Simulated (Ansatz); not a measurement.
# What isotropic strain −0.59 % does to WC

Consider WC (space group P-6m2, No. 187; a = 2.9225 Å, c = 2.8462 Å; relaxed with 0.1 eV smearing).

It is then changed as follows: every lattice vector is shortened by 0.59 %, atoms relaxed at fixed cell.

The values are results of PBE/PAW in Ansatz (an electronic-structure program), no SOC, not measurements. Settings: 23×23×20 k-points, 0.1 eV Fermi–Dirac smearing.

The volume per atom falls by 0.19 Å³ to 10.34 Å³ and the space group stays P-6m2 (No. 187). The energy goes up by 4.0 meV/atom and the pressure (mean of the normal stresses, compression positive) goes from zero to 7.1 GPa. The band gap stays zero.

Stability against distortions was not tested. All final runs are without spin polarisation.
